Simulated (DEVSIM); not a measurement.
Structure: In0.52Al0.48As/In0.53Ga0.47As p-n heterojunction, at 300 K.

```csv
layer (left to right),material,thickness (μm),Nd (cm⁻³),Na (cm⁻³),τn (s),τp (s)
1,In0.52Al0.48As,0.650,-,3.7e16,6e-9,6e-10
2,In0.53Ga0.47As,2.00,9.8e15,-,6e-10,6e-10
```

Left contact: ohmic. Right contact: ohmic. Voltage is applied to the left contact. Recombination: SRH at mid-gap, Auger. Mobility is μmin + (μ − μmin)/(1 + (N/Nref)^α).

Constants are typed, rounded textbook-type inputs, not results; the design itself was drawn at random and stands for no fabricated device. Values at 300 K.

| parameter | In0.52Al0.48As | In0.53Ga0.47As |
|---|---|---|
| gap (eV) | 1.45 | 0.74 |
| affinity (eV) | 4 | 4.51 |
| permittivity | 12.5 | 13.9 |
| Nc (cm⁻³) | 5.1e17 | 2.1e17 |
| Nv (cm⁻³) | 1.1e19 | 7.7e18 |
| μn (cm²/Vs) | 4000 | 12000 |
| μp (cm²/Vs) | 75 | 300 |
| μn,min | 800 | 300 |
| μp,min | 10 | 10 |
| Nref,n | 3e16 | 1.3e17 |
| Nref,p | 1e17 | 4.9e17 |
| αn | 1.1 | 0.48 |
| αp | 0.6 | 0.4 |
| Cn (cm⁶/s) | 1e-30 | 5e-29 |
| Cp (cm⁶/s) | 1e-30 | 5e-29 |

Simulated with DEVSIM: 1D drift-diffusion, Boltzmann statistics, complete ionisation; no tunnelling, impact ionisation, image-force lowering or self-heating. Band offsets follow the typed affinities; no thermionic-emission limit at abrupt steps, no polarisation charge.

**Question.** Give the dark forward current.

**Answer.** 
```json
[
 {"V (V)": "0.05", "J (A/cm²)": "0.00071"},
 {"V (V)": "0.10", "J (A/cm²)": "0.0026"},
 {"V (V)": "0.15", "J (A/cm²)": "0.0083"},
 {"V (V)": "0.20", "J (A/cm²)": "0.026"},
 {"V (V)": "0.25", "J (A/cm²)": "0.088"},
 {"V (V)": "0.30", "J (A/cm²)": "0.33"},
 {"V (V)": "0.35", "J (A/cm²)": "1.4"},
 {"V (V)": "0.40", "J (A/cm²)": "5.6"},
 {"V (V)": "0.45", "J (A/cm²)": "18"},
 {"V (V)": "0.50", "J (A/cm²)": "44"},
 {"V (V)": "0.55", "J (A/cm²)": "86"},
 {"V (V)": "0.60", "J (A/cm²)": "150"},
 {"V (V)": "0.65", "J (A/cm²)": "230"},
 {"V (V)": "0.70", "J (A/cm²)": "340"},
 {"V (V)": "0.75", "J (A/cm²)": "470"},
 {"V (V)": "0.80", "J (A/cm²)": "610"},
 {"V (V)": "0.85", "J (A/cm²)": "770"},
 {"V (V)": "0.90", "J (A/cm²)": "940"},
 {"V (V)": "0.95", "J (A/cm²)": "1100"},
 {"V (V)": "1.00", "J (A/cm²)": "1300"},
 {"V (V)": "1.05", "J (A/cm²)": "1500"},
 {"V (V)": "1.10", "J (A/cm²)": "1700"},
 {"V (V)": "1.15", "J (A/cm²)": "1900"},
 {"V (V)": "1.20", "J (A/cm²)": "2100"}
]
```
